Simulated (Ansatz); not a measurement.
## What isotropic strain −1.50 % does to ZnGeP2

The parent structure is ZnGeP₂ in the chalcopyrite structure (space group I-42d, No. 122; a = 5.3740 Å, c = 10.6255 Å).

The change: every lattice vector is shortened by 1.50 %, atoms relaxed at fixed cell.

All numbers come from LDA (Ansatz, a program for electronic structure), no SOC. Settings: 9×9×9 k-points, 0.05 eV Fermi–Dirac smearing.

```csv
quantity,base,changed,shift
volume per atom,19.18 Å³,18.33 Å³,-0.85 Å³
shortest interatomic distance,2.317 Å,2.282 Å,-0.035 Å
energy relative to the base (free energy F),0 meV/atom,+11 meV/atom,+11 meV/atom
"pressure (mean of the normal stresses, compression positive)",-0.1 kbar,44.6 kbar,+44.63 kbar
band gap,1.00 eV,0.93 eV,-0.07 eV
gap character,"indirect, Γ → M–S (33 % along)","indirect, Γ → M–S (33 % along)",–
smallest direct gap,1.18 eV,1.08 eV,-0.10 eV
mean gap deformation potential ΔEg/Δln V,–,+1.6 eV,–
width of the top valence band,1.56 eV,1.68 eV,+0.12 eV
"valence-band top at Γ (three highest levels, from the VBM)","0.00, -0.07, -0.07 eV","0.00, -0.06, -0.06 eV",–
```

Whether these cells are dynamically stable was not tested.
